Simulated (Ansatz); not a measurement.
## IrO2 under a change: pressure 0.3 GPa

Base system: IrO2 in the rutile structure (space group P4_2/mnm, No. 136; a = 4.4718 Å, c = 3.1536 Å).

Modification: cell and atoms relaxed at a pressure of 0.3 GPa.

Method: plane-wave PAW DFT at the PBEsol level (Ansatz, a program for electronic structure, 420 eV), scalar-relativistic without spin-orbit coupling. Settings: 11×11×15 k-points, 0.05 eV Fermi–Dirac smearing.

```tsv
quantity	base	changed	shift
volume per atom	10.51 Å³	10.50 Å³	-0.01 Å³
density	11.81 g/cm³	11.82 g/cm³	+0.01 g/cm³
lattice parameter a	4.472 Å	4.470 Å	-0.002 Å
c/a ratio	0.705	0.705	0.000
shortest interatomic distance	1.953 Å	1.952 Å	-0.001 Å
enthalpy H = E + PV relative to the base's energy	–	+0.02 eV/atom	–
band gap	zero	zero	–
```

Load acts through the strain it causes; cell and atoms are relaxed under it. Whether these cells are dynamically stable was not tested. No Hubbard U is applied, and correlation can decide whether such a compound is a metal. All final runs are without spin polarisation.
